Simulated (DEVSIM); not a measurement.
System: CdS/CdTe n-p heterojunction, at 400 K.

```tsv
layer (left to right)	material	thickness (μm)	Nd (cm⁻³)	Na (cm⁻³)	τn (s)	τp (s)
1	CdS	1.40	6.1e17	-	1.4e-9	1.4e-9
2	CdTe	0.160	-	1.8e15	1.4e-9	1.4e-9
```

Left contact: ohmic. Right contact: ohmic. Voltage is applied to the left contact. Recombination: SRH at mid-gap, radiative, Auger. Mobility is constant in doping.

This is a model device: material constants are rounded textbook-type values typed into the input, and sizes, dopings and lifetimes were drawn at random. Values at 300 K; Nc and Nv go as T^1.5, mobilities as T to minus their exponent, the gap by Varshni's rule with the affinity fixed.

```csv
parameter,CdS,CdTe
gap (eV),2.4,1.5
affinity (eV),4.3,4.28
permittivity,9,10.2
Nc (cm⁻³),2.2e18,8e17
Nv (cm⁻³),1.8e19,1.8e19
μn (cm²/Vs),300,1000
μp (cm²/Vs),25,80
T exponent of μn,1.5,1.7
T exponent of μp,1.5,1.5
B (cm³/s),1e-10,1e-10
Cn (cm⁶/s),1e-30,1e-30
Cp (cm⁶/s),1e-30,1e-30
Varshni α (eV/K),0.00039,0.00031
Varshni β (K),103,108
```

DEVSIM, 1D drift-diffusion, Boltzmann statistics, complete ionisation; no tunnelling, impact ionisation, image-force lowering or self-heating. Band offsets follow the typed affinities; no thermionic-emission limit at abrupt steps, no polarisation charge.

Question: Give the small-signal capacitance in reverse bias (quasi-static).

Answer: 
```csv
V (V),C (nF/cm²)
0.2,53.4
0.5,52.9
1,52.1
1.5,51.3
2,50.4
3,48.9
4,47.4
5,46.1
```
